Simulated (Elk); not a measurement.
Input and output of a self-consistent single point for Yb (Fm-3m, 1 atom in the cell) (Elk).

Computed with PBE, all-electron FP-LAPW, Elk's shipped species files, APW+lo basis with extra local orbitals (Elk).

The change in words: lattice scaled by 0.98. Reference geometry:
```
Yb
1.0
    0.00000     2.75187     2.75187
    2.75187     0.00000     2.75187
    2.75187     2.75187     0.00000
Yb
1
Direct
  0.00000   0.00000   0.00000
```

Reference input (self-consistent single point, DFT, PBE, all-electron FP-LAPW, Elk's shipped species files, APW+lo basis with extra local orbitals): xctype = 20; rgkmax = 8; stype = 3; swidth = 0.00367493 Ha; ngridk = 7 7 7; gmaxvr = 14 1/bohr; nxlo = 2; lorbcnd = true; lmaxi = 3. This run's input differs from it in these lines:

```diff
@@ -28,5 +28,5 @@
 avec
-    0.0000000000    5.2002825203    5.2002825203
-    5.2002825203    0.0000000000    5.2002825203
-    5.2002825203    5.2002825203    0.0000000000
+    0.0000000000    5.0962776636    5.0962776636
+    5.0962776636    0.0000000000    5.0962776636
+    5.0962776636    5.0962776636    0.0000000000
```

Log, with long lists cut:

```
│ Self-consistent loop started │
│ Loop number : 1 │
 total energy                :     -13900.1795184
│ Loop number : 2 │
 total energy                :     -13946.1541913
RMS change in Kohn-Sham potential (target) :    1.634139616     (  0.1000000000E-05)
Absolute change in total energy (target)   :    45.97467287     (  0.1000000000E-03)
│ Loop number : 3 │
 total energy                :     -14063.8285772
RMS change in Kohn-Sham potential (target) :   0.1865009393     (  0.1000000000E-05)
Absolute change in total energy (target)   :    129.1680541     (  0.1000000000E-03)
│ Loop number : 4 │
   [... lines left out ...]
Absolute change in total energy (target)   :    11.05023545     (  0.1000000000E-03)
│ Loop number : 198 │
 total energy                :     -14054.3233560
RMS change in Kohn-Sham potential (target) :   0.2843249544     (  0.1000000000E-05)
Absolute change in total energy (target)   :    17.72195526     (  0.1000000000E-03)
│ Loop number : 199 │
 total energy                :     -14092.7630398
RMS change in Kohn-Sham potential (target) :   0.2361275121     (  0.1000000000E-05)
Absolute change in total energy (target)   :    34.00919493     (  0.1000000000E-03)
│ Loop number : 200 │
Reached self-consistent loops maximum

Energies :
 Fermi                       :     0.154676693627
 total energy                :     -14089.7699883

Density of states at Fermi energy :    29.90732487
 (states/Hartree/unit cell)

Estimated indirect band gap :   0.1320239764E-01
 from k-point     13 to k-point     20
Estimated direct band gap   :   0.1463394432E-01
 at k-point     13

Charges :
 core                        :    46.00000000
 valence                     :    24.00000000
 interstitial                :    1.693451626
 muffin-tins (core leakage)
  species :    1 (Yb)
   atom    1                 :    68.30654837     (  0.1098253918E-05)
 total in muffin-tins        :    68.30654837
 total calculated charge     :    69.99696122
 total charge                :    70.00000000
 error                       :   0.3038784714E-02

│ Self-consistent loop stopped │
```

The run ended unconverged after 200 iterations. 

The starting cell comes from a database of computed structures (which also holds hypothetical and non-ambient phases and stackings), without a prior relaxation at this level. Its lattice was rescaled by a random factor within 2.5 % of one. For this run, on top of that: lattice scaled by 0.98. Spin-orbit coupling is off. Values depend on the basis (sphere radii, cutoffs, local orbitals), which need not be converged.

Cost on one core of a shared machine: roughly 2 min.
